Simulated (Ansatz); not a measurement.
**Response to strain in KTaO3**

Start from KTaO$_{3}$ in the cubic perovskite structure (space group Pm-3m, No. 221).

```xyz
5
Lattice="3.9842 0.0000 0.0000 0.0000 3.9842 0.0000 0.0000 0.0000 3.9842" Properties=species:S:1:pos:R:3 pbc="T T T"
K      0.0000     0.0000     0.0000
Ta     1.9921     1.9921     1.9921
O      0.0000     1.9921     1.9921
O      1.9921     1.9921     0.0000
O      1.9921     0.0000     1.9921
```

Cartesian axes are those of the cell as printed.

Strains are applied to the cell and any free atomic positions relax; under biaxial strain the out-of-plane vector relaxes too; under stress the whole cell relaxes.

Method: plane-wave PAW DFT at the PBEsol level (Ansatz, an electronic-structure program, 420 eV), no spin-orbit coupling, earlier PAW set.

Notes on the quantities. energy relative to the base: free energy F; pressure: mean of the normal stresses, compression positive.

| change | energy relative to the base | pressure | gap character |
|---|---|---|---|
| base | 0 meV/atom | 0.00 GPa | indirect, R → Γ |
| biaxial strain −2.97 %, plane normal [001], relaxed out of plane | +39 meV/atom | 11.96 GPa | indirect, A → Γ |
| biaxial strain −0.72 %, plane normal [001], relaxed out of plane | +2.1 meV/atom | 2.53 GPa | indirect, A → Γ |
| biaxial strain −1.77 %, plane normal [111], relaxed out of plane | +9.2 meV/atom | 4.43 GPa | indirect, T → Γ |
| isotropic strain +2.27 % | +34 meV/atom | -11.79 GPa | indirect, R → Γ |
| uniaxial strain ε_xx = +5.34 % | ___ | ___ | indirect, A → Γ |
| uniaxial stress, 1 GPa tension along x | +0.1 meV/atom | – | indirect, A → Γ |

**Question.** What belongs in the blanks?

**Answer.** 
- uniaxial strain ε_xx = +5.34 %, energy relative to the base: +42 meV/atom
- uniaxial strain ε_xx = +5.34 %, pressure: -8.53 GPa

Spin-orbit coupling, missing from the scalar runs, can matter with Ta. Beyond what the load breaks, stability against distortions was not tested. k-point labels follow each cell's own Brillouin zone.
